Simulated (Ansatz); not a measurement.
The parent structure is Rh in the fcc (Cu type) structure (space group Fm-3m, No. 225; a = 3.780 Å).

Modification: full substitution Rh → Bi, then cell and atoms are relaxed.

Levels (all Ansatz, a program for electronic structure, PAW): PBEsol (420 eV, no spin-orbit coupling); r2SCAN (500 eV, no spin-orbit coupling).

The geometry is relaxed with PBEsol.

PBEsol pressure: 0.0 GPa

**Question.** Predict the pressure from r2SCAN.

**Answer.** The pressure goes from zero to 2.2 GPa.

Single points use the geometry relaxed with PBEsol. Their cutoffs differ, which shifts pressures a little. Whether these cells are dynamically stable was not tested. As relaxed here, Bi is a hypothetical phase, not in the database extracts checked. The final runs are not spin-polarised.
